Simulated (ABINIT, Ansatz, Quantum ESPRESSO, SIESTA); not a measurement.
## One structure in several programs: CsSbO3 (Pm-3m, 5 atoms in the cell)

Self-consistent single point.

```
CsSbO3
1.0
    4.21598     0.00000     0.00000
    0.00000     4.21598     0.00000
    0.00000     0.00000     4.21598
Cs Sb O
1 1 3
Direct
  0.00000   0.00000   0.00000
  0.50000   0.50000   0.50000
  0.50000   0.50000   0.00000
  0.00000   0.50000   0.50000
  0.50000   0.00000   0.50000
```

Shared settings, as Ansatz (a quantum-chemistry and plane-wave program) writes them: kpoints.mp_grid.grid = 6 6 6; scf.occupations.method = fermi_dirac; scf.occupations.width = 0.1 eV. Potentials and cutoffs stand in the table.

| code | model | pressure (GPa) | cutoff |
|---|---|---|---|
| Ansatz | PBEsol, PAW files made with PBE | -5.80 | default |
| Quantum ESPRESSO | PBEsol, GBRV 1.5 ultrasoft (PBESOL) pseudopotentials | -5.06 | 40 Ry |
| SIESTA | GGA PBEsol, numerical atomic orbitals TZP, PseudoDojo PBEsol standard norm-conserving potentials (rewritten from UPF to PSML) | -3.21 | grid 300 Ry |
| ABINIT | PBEsol, norm-conserving pseudopotentials (PseudoDojo nc-sr-04 PBEsol standard) | -5.67 | 84 Ry |

No clean gap comes from Ansatz, Quantum ESPRESSO, SIESTA and ABINIT: levels at the Fermi energy touch, overlap or are partly filled at this smearing.

On Ansatz's run: spin-orbit coupling is off.

The spread over the programs that give each value: pressure within 2.59 GPa.

SIESTA uses small atom-centred bases, whose incompleteness enters pressures, forces and empty levels differently from a plane-wave cutoff. Ansatz's pressure is given at a fixed set of plane waves, as the other plane-wave codes print theirs; with its correction for the finite basis it is -5.48 GPa (the shift of 0.32 GPa shows how far the cutoff is from converged). In the pressure, SIESTA (by 2.46) lies more than 1 GPa from the median of the plane-wave programs.

On the base mesh (8 8 8) the same programs gave: Ansatz pressure -6.24 GPa; Quantum ESPRESSO pressure -5.49 GPa; ABINIT pressure -6.11 GPa; SIESTA pressure -3.54 GPa.

The values differ from the base mesh's, so the mesh still matters here: the table compares the programs at equal settings.

The starting cell comes from a database of computed structures (which also holds hypothetical and non-ambient phases and stackings), without a prior relaxation at this level. Its lattice was rescaled by a random factor within 2.5 % of one.

Left out of this page: GPAW, Elk and FLEUR (not drawn, or without a comparable value).

Keys are those of Ansatz 0.2.
